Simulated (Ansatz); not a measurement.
**SrHfO3: response to strain**

The reference is SrHfO$_{3}$ (space group Imma, No. 74; a = 5.7679 Å, b = 8.0987 Å, c = 5.7855 Å; a cell from a computed database, its experimental status unchecked). Axes: x, y, z lie along a, b, c of the conventional cell.

Strains are applied to the cell and any free atomic positions relax; under biaxial strain the out-of-plane vector relaxes too; under stress the whole cell relaxes.

Method: DFT with PBEsol, PAW potentials and a 420 eV plane-wave cutoff in Ansatz (an electronic-structure program), scalar-relativistic without spin-orbit coupling.

```tsv
variant	shortest interatomic distance	band gap	width of the top valence band
base	2.074 Å	4.00 eV	0.40 eV
biaxial strain −1.14 %, plane normal [001], relaxed out of plane	2.061 Å	3.94 eV	0.44 eV
isotropic strain −0.81 %	2.059 Å	4.02 eV	0.43 eV
uniaxial stress, 5 GPa compression along z	2.063 Å	4.04 eV	0.36 eV
```

With Hf present, leaving out spin-orbit coupling can change the band edges. Beyond what the load breaks, stability against distortions was not tested.
